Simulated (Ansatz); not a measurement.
Consider LaN in the zinc blende structure (space group F-43m, No. 216; a = 5.546 Å; a hypothetical phase, not in the database extracts checked). Axes: x, y, z lie along the cube axes.

Now apply this change: a pure shear with ε_xy = ε_yx = 0.0309, atoms relaxed at fixed cell.

Levels (all Ansatz, a first-principles code, PAW): PBEsol (420 eV, scalar-relativistic without spin-orbit coupling); r2SCAN (500 eV, scalar-relativistic without spin-orbit coupling); HSE06 (420 eV, spin-orbit coupling left out).

At the geometry relaxed with PBEsol, these levels gave the following band gaps, in shuffled order: (a) 1.48 eV, (b) 2.15 eV, (c) 1.02 eV.

Match each gap to its level.

(a) r2SCAN; (b) HSE06; (c) PBEsol.

Single points use the geometry relaxed with PBEsol. HSE06 gaps are upper bounds (no full band path). The cells carry an imposed strain or load. Whether these cells are dynamically stable was not tested.
